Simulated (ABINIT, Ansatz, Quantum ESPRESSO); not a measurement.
# Code comparison for ReTc (P-6m2, 2 atoms in the cell)

Self-consistent single point.

```xyz
2
Lattice="2.7493 0.0000 0.0000 -1.3746 2.3810 0.0000 0.0000 0.0000 4.4403" Properties=species:S:1:pos:R:3 pbc="T T T"
Tc     1.3747     0.7937     0.0000
Re     0.0000     0.0000     2.2201
```

Shared settings, as Ansatz (a first-principles code) writes them: kpoints.mp_grid.grid = 11 11 6; magnetization.spin_orbit = true; scf.occupations.method = gaussian; scf.occupations.width = 0.2 eV. Potentials and cutoffs stand in the table.

```tsv
code	model	pressure (GPa)	cutoff
ABINIT	PBEsol, spin-orbit coupling, PAW (JTH v2.0 PBE PAW, files made for PBE)	-5.74	544 eV
Ansatz	PBEsol with spin-orbit coupling, PAW files	-5.68	default
Quantum ESPRESSO	PBEsol, spin-orbit coupling, PseudoDojo fully relativistic norm-conserving (PBESOL) pseudopotentials	-5.01	85 Ry
```

The spread over the programs that give each value: pressure within 0.73 GPa.

Ansatz's pressure is given at a fixed set of plane waves, as the other plane-wave codes print theirs; with its correction for the finite basis it is -5.58 GPa.

The starting cell comes from a database of computed structures (which also holds hypothetical and non-ambient phases and stackings), without a prior relaxation at this level.

Left out of this page: Elk, FLEUR and SIESTA (not drawn, or without a comparable value).

Keys are those of Ansatz 0.2.
